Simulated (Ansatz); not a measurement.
Electronic density of states of amorphous B32N32Cu, density 2.12 g/cm³, on a 2×2×2 Γ-centred mesh with a Gaussian width of 0.1 eV; energies count from the Fermi level, whose place inside the gap is arbitrary. Cell and mesh are small, so fine structure isn't converged. These are PBE, scalar-relativistic without spin-orbit coupling (plane waves to 420 eV, PAW; Ansatz, a quantum-chemistry and plane-wave program) values and carry that method's errors. Sampling: a 2×2×2 Γ-centred mesh; Fermi-Dirac width 0.02 eV; collinear spin, started from a total moment of 1 μB (at the end a net moment of 1.0 μB). In the spin-polarised cell the level spacing at the Fermi energy can part levels of unlike spin.

A CHGNet melt-quench gave the starting glass, which DFT then relaxed. N atoms were pushed apart under 1.9 Å during the dynamics, to hinder bonds among them. The hot cell started wider than the set density and was brought back towards it in steps. It is the lowest in DFT energy of 2 quenches. It is a model cell: composition and starting density were chosen by hand, and all elements were melted together. No dispersion term was used. Its density started from a set value of 2.12 and ended at 2.12 g/cm³. The quench (nominally 730 K/ps over its main leg) was far faster than any real one, so the model tends to hold more defects than a real film. Values belong to this one cell and scatter from quench to quench. The volume was held where the preparation left it, at a PBE pressure of -7.3 GPa (tension). Stress components on the final sampling reach 9.7 GPa. Cycles of charging lowered its energy after that relaxation.

(E - EF (eV), states/(eV atom)): (-12.00, 0.00); (-11.90, 0.00); (-11.80, 0.00); (-11.70, 0.00); (-11.60, 0.00); (-11.50, 0.00); (-11.40, 0.00); (-11.30, 0.00); (-11.20, 0.00); (-11.10, 0.01); (-11.00, 0.11); (-10.90, 0.23); (-10.80, 0.23); (-10.70, 0.24); (-10.60, 0.31); (-10.50, 0.26); (-10.40, 0.22); (-10.30, 0.29); (-10.20, 0.29); (-10.10, 0.27); (-10.00, 0.31); (-9.90, 0.27); (-9.80, 0.23); (-9.70, 0.26); (-9.60, 0.29); (-9.50, 0.33); (-9.40, 0.32); (-9.30, 0.28); (-9.20, 0.28); (-9.10, 0.30); (-9.00, 0.27); (-8.90, 0.26); (-8.80, 0.29); (-8.70, 0.25); (-8.60, 0.28); (-8.50, 0.32); (-8.40, 0.30); (-8.30, 0.32); (-8.20, 0.32); (-8.10, 0.26); (-8.00, 0.25); (-7.90, 0.30); (-7.80, 0.36); (-7.70, 0.36); (-7.60, 0.36); (-7.50, 0.36); (-7.40, 0.37); (-7.30, 0.35); (-7.20, 0.36); (-7.10, 0.38); (-7.00, 0.41); (-6.90, 0.40); (-6.80, 0.36); (-6.70, 0.35); (-6.60, 0.42); (-6.50, 0.41); (-6.40, 0.42); (-6.30, 0.41); (-6.20, 0.40); (-6.10, 0.39); (-6.00, 0.39); (-5.90, 0.42); (-5.80, 0.37); (-5.70, 0.34); (-5.60, 0.37); (-5.50, 0.32); (-5.40, 0.34); (-5.30, 0.35); (-5.20, 0.38); (-5.10, 0.38); (-5.00, 0.35); (-4.90, 0.33); (-4.80, 0.33); (-4.70, 0.32); (-4.60, 0.29); (-4.50, 0.33); (-4.40, 0.41); (-4.30, 0.31); (-4.20, 0.22); (-4.10, 0.24); (-4.00, 0.20); (-3.90, 0.26); (-3.80, 0.28); (-3.70, 0.25); (-3.60, 0.25); (-3.50, 0.27); (-3.40, 0.30); (-3.30, 0.34); (-3.20, 0.31); (-3.10, 0.30); (-3.00, 0.31); (-2.90, 0.33); (-2.80, 0.34); (-2.70, 0.30); (-2.60, 0.28); (-2.50, 0.29); (-2.40, 0.33); (-2.30, 0.42); (-2.20, 0.49); (-2.10, 0.48); (-2.00, 0.39); (-1.90, 0.29); (-1.80, 0.32); (-1.70, 0.36); (-1.60, 0.33); (-1.50, 0.26); (-1.40, 0.17); (-1.30, 0.15); (-1.20, 0.05); (-1.10, 0.00); (-1.00, 0.00); (-0.90, 0.00); (-0.80, 0.00); (-0.70, 0.00); (-0.60, 0.00); (-0.50, 0.00); (-0.40, 0.03); (-0.30, 0.08); (-0.20, 0.04); (-0.10, 0.00); (0.00, 0.00); (0.10, 0.00); (0.20, 0.04); (0.30, 0.08); (0.40, 0.04); (0.50, 0.00); (0.60, 0.00); (0.70, 0.00); (0.80, 0.00); (0.90, 0.00); (1.00, 0.00); (1.10, 0.01); (1.20, 0.06); (1.30, 0.11); (1.40, 0.11); (1.50, 0.11); (1.60, 0.19); (1.70, 0.20); (1.80, 0.16); (1.90, 0.22); (2.00, 0.25); (2.10, 0.24); (2.20, 0.21); (2.30, 0.24); (2.40, 0.30); (2.50, 0.29); (2.60, 0.28); (2.70, 0.26); (2.80, 0.24); (2.90, 0.24); (3.00, 0.25); (3.10, 0.23); (3.20, 0.23); (3.30, 0.24); (3.40, 0.25); (3.50, 0.26); (3.60, 0.25); (3.70, 0.22); (3.80, 0.21); (3.90, 0.24); (4.00, 0.28); (4.10, 0.29); (4.20, 0.28); (4.30, 0.27); (4.40, 0.28)

The level spacing at the Fermi energy on this mesh is 0.54 eV; the broadening fills part of it in the curve.
